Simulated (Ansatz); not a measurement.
We consider NiAl (within 0.1 Å of Pm-3m, No. 221, 2 atoms in the cell; start mp-1228868), described by PBEsol (PAW; Ansatz, a first-principles code).

Numerical settings: plane-wave cutoff 520 eV, 20×20×18 k mesh (along the axes of the cell as run), Fermi–Dirac smearing 0.05 eV, no spin polarisation, scalar-relativistic PAW data made under PBE.

Cell (relaxed at this level):

```
CELL_PARAMETERS angstrom
      2.02469    -2.02469     0.00000
      2.02469     2.02469     0.00000
      0.00000     0.00000     2.85991
ATOMIC_POSITIONS crystal
  Al 0.00000 0.00000 0.00000
  Ni 0.50000 0.50000 0.50000
```

Task: Give the computed bulk modulus B0.

Result: 
* **bulk modulus B0**: 174 GPa

Note: the run has no spin polarisation, so it can have missed a magnetic state; the bulk modulus is −V dP/dV from two relaxed cells at ±2 % in volume.

Static lattice: no zero-point or thermal effects.

The result took about 2.1 core-minutes (a rough figure).

A start named mp-… is a Materials Project structure, which need not be a measured phase.
